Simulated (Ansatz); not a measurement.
An Ansatz (a program for electronic structure) run: Ga2O3 with a change (biaxial strain +2.25 %, plane normal [001], relaxed out of plane); LDA (Ansatz, PAW, scalar-relativistic without spin-orbit coupling).

Input:

Ansatz 0.2 input:
```yaml
crystal:
  lattice:
    - [5.0613141493, 0, 0]
    - [2.5306570747, 4.3832266299, 0]
    - [2.5306570747, -1.4610755433, 4.3853544475]
  atoms:
    - { symbol: Ga, position: [0.7115201788, 0.6442399106, 0.9327197318] }
    - { symbol: Ga, position: [0.7115201788, 0.1442399106, 0.4327197318] }
    - { symbol: Ga, position: [0.2884798212, 0.3557600894, 0.0672802682] }
    - { symbol: Ga, position: [0.2884798212, 0.8557600894, 0.5672802682] }
    - { symbol: O, position: [0.5, 0.4472092371, 0.25] }
    - { symbol: O, position: [0.8027907629, 0.75, 0.25] }
    - { symbol: O, position: [0.5, 0.5527907629, 0.75] }
    - { symbol: O, position: [0.8027907629, 0.9472092371, 0.75] }
    - { symbol: O, position: [0.1972092371, 0.25, 0.75] }
    - { symbol: O, position: [0.1972092371, 0.0527907629, 0.25] }
basis: { ecutwfc: 420, ecutrho_ratio: 4, xc_grid: 2, fft_grid_basis: typed }
kpoints: { mp_grid: { grid: [8, 8, 8] } }
hamiltonian:
  xc: lda
  dispersion: none
  pseudopotentials: { kind: paw }
scf: { occupations: { method: fermi_dirac, width: 0.05 } }
relax: { f_tol: 0.005, max_steps: 50, cell: { stress_tol: 0.01, fix: [a, b, gamma] } }
output: { forces: true, stress: true }
checkpoint: { write: state.ck, write_every: 1000 }
```

Output (explanatory and most iteration lines left out):

```
Relaxation: its limit of steps is 50 (relax.max_steps)
Pseudopotential: Ga, paw, valence charge 13
Pseudopotential: O, paw, valence charge 6
Crystal: 10 atoms, lattice volume = 97.289 Å³
Basis set: ecut = 420 eV, 1905 PW (Γ), exchange–correlation on 72×72×72 points (8 copies of the dense FFT grid, shifted against one another)
Bands: 54, of which v1, the nominal top of the filled ones, is band 44 counted from 1 (43 counted from 0)
Symmetry: 12 space group operations
Space group: R-3c (ITA 167), of the structure as read, at distance tolerance 4.6e-5 Å
k-points: 65 of 512
Functional: x = slater, c = lda
SCF iter   1: F=—  HF=-18163.840308 eV  |F-HF|=—  |Δ(HF+E_count)|=         —  Δρ=2.00e-2  dr2=3.14e-1  ethr=1.77e-3  ⟨swp⟩=6.0  Hψ=12822  notcnv=0  defer=25
SCF iter   2: F=—  HF=-18163.748831 eV  |F-HF|=—  |Δ(HF+E_count)|=   9.15e-2  Δρ=4.36e-3  dr2=7.48e-3  ethr=3.57e-4  ⟨swp⟩=2.0  Hψ=5261  notcnv=0  defer=301
SCF 1 converged in 7 iterations: F = -18163.746291 eV  dr2 = 1.65e-8
relax step   1: F+E_penalty+E_count = -18163.74629100 eV  Δ(F+E_penalty+E_count) = +0.000e0 eV  max|allowed force component| = 1.815e-1 eV/Å  Δτ_max = 0.0000 Å  P = -7.923 GPa  Ω = 97.289 Å³  fix = [a, b, gamma]  reactions: a -11.259, b -11.259 GPa  (7 SCF iters, dr2 threshold 1.00e-7 eV, accepted)
[... steps on the carried basis left out ...]
relax step   6: F+E_penalty+E_count = -18163.75534100 eV  Δ(F+E_penalty+E_count) = -1.878e-4 eV  max|allowed force component| = 2.218e-4 eV/Å  Δτ_max = 0.0002 Å  P = -6.938 GPa  Ω = 96.726 Å³  energy of the carried Pulay correction = +1.800e-4 eV  fix = [a, b, gamma]  reactions: a -10.405, b -10.405 GPa  (4 SCF iters, dr2 threshold 2.06e-8 eV, accepted)
Crystal: 10 atoms, lattice volume = 96.726 Å³
SCF iter   1: F=—  HF=-18163.755225 eV  |F-HF|=—  |Δ(HF+E_count)|=         —  Δρ=3.62e-6  dr2=7.80e-9  ethr=1.56e-8  ⟨swp⟩=3.8  Hψ=23086  notcnv=0
SCF iter   2: F=—  HF=-18163.755226 eV  |F-HF|=—  |Δ(HF+E_count)|=   8.11e-7  Δρ=2.07e-6  dr2=3.64e-9  ethr=8.86e-12  ⟨swp⟩=2.5  Hψ=6458  notcnv=0
SCF 7 converged in 6 iterations: F = -18163.755226 eV  dr2 = 6.85e-13
SCF converged after 6 iterations
Free energy (F): -18163.755226 eV
Internal energy: -18163.755226 eV  (E = F + TS)
E sigma→0 (E₀):  -18163.755226 eV
Fermi energy:    10.250999 eV
--- Forces (eV/Å), atoms counted from 1 ---
  atom   1  Ga     0.00000000     0.00000000     0.00013430
  atom   2  Ga     0.00000000    -0.00000000     0.00013430
  atom   3  Ga    -0.00000000    -0.00000000    -0.00013430
  atom   4  Ga    -0.00000000     0.00000000    -0.00013430
  atom   5  O     -0.00010562    -0.00018294     0.00000000
  atom   6  O      0.00021124    -0.00000000    -0.00000000
  atom   7  O      0.00010562     0.00018294    -0.00000000
  atom   8  O      0.00010562    -0.00018294    -0.00000000
  atom   9  O     -0.00021124     0.00000000     0.00000000
  atom  10  O     -0.00010562     0.00018294     0.00000000
--- Stress (GPa, compression-positive) ---
      -10.405592      -0.000000       0.000000
       -0.000000     -10.405592       0.000000
        0.000000       0.000000      -0.006187
  P = ⅓ Tr σ = -6.9391 GPa (-69.391 kbar)
--- Relaxed structure (5 steps of the walk, 5 accepted, 2 SCFs on fresh bases) ---
  cell:  # Å, volume = 96.7260 Å³
    - [5.061314149341902, -2.8867446949855923e-11, -3.847125296970544e-11]
    - [2.530657074695951, 4.383226629849279, -1.9235761429209624e-11]
    - [2.530657074695758, -1.4610755433023381, 4.359995286787311]
  atoms:
    - { symbol: Ga, position: [0.7143687835797169, 0.6428156082101417, 0.9284468246304248] }
    - { symbol: Ga, position: [0.7143687835797167, 0.14281560821014158, 0.42844682463042477] }
    - { symbol: Ga, position: [0.2856312164202831, 0.3571843917898585, 0.07155317536957528] }
    - { symbol: Ga, position: [0.28563121642028333, 0.8571843917898587, 0.5715531753695755] }
    - { symbol: O, position: [0.4999999999999999, 0.4476562598491758, 0.25000000000000006] }
    - { symbol: O, position: [0.8023437401508242, 0.7500000000000003, 0.25] }
    - { symbol: O, position: [0.5000000000000001, 0.5523437401508243, 0.75] }
    - { symbol: O, position: [0.8023437401508243, 0.9476562598491759, 0.7500000000000002] }
    - { symbol: O, position: [0.19765625984917568, 0.25, 0.75] }
    - { symbol: O, position: [0.1976562598491757, 0.0523437401508243, 0.25] }
```

Stability against distortions was not tested. The cell was made from Ga$_{2}$O$_{3}$ in the corundum structure (space group R-3c, No. 167) by this change: biaxial strain +2.25 %, plane normal [001], relaxed out of plane.
